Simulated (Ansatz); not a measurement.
# MgSe: pressure series

Take MgSe in the rock salt structure (space group Fm-3m, No. 225; a = 5.5084 Å) as the base.

Cell and atoms are relaxed at each pressure.

All numbers come from PBE (Ansatz, a program for electronic structure), without spin-orbit coupling.

| pressure (GPa) | volume per atom (Å³/atom) |
|---|---|
| -1 | 21.253 |
| 0 | 20.892 |
| 0.3 | ? |
| 0.7 | 20.657 |
| 1.5 | 20.406 |
| 3 | 19.974 |
| 5 | 19.455 |
| 7.5 | 18.892 |
| 10 | 18.399 |

Task: Fit the third-order Birch–Murnaghan form P(V) = (3B₀/2)[(V₀/V)^(7/3) − (V₀/V)^(5/3)]·[1 + (3/4)(B₀′ − 4)((V₀/V)^(2/3) − 1)] (squares taken in P) to the rows shown and predict the withheld row.

Result: Least squares on the printed values gives V₀ = 20.893 Å³/atom, B₀ = 60.7 GPa, B₀′ = 4.1; this predicts 20.791 Å³/atom, and the run gives 20.789 Å³/atom, 0.002 lower.

Load acts through the strain it causes; cell and atoms are relaxed under it. Stability against distortions was not tested. Competing high-pressure phases were not computed.
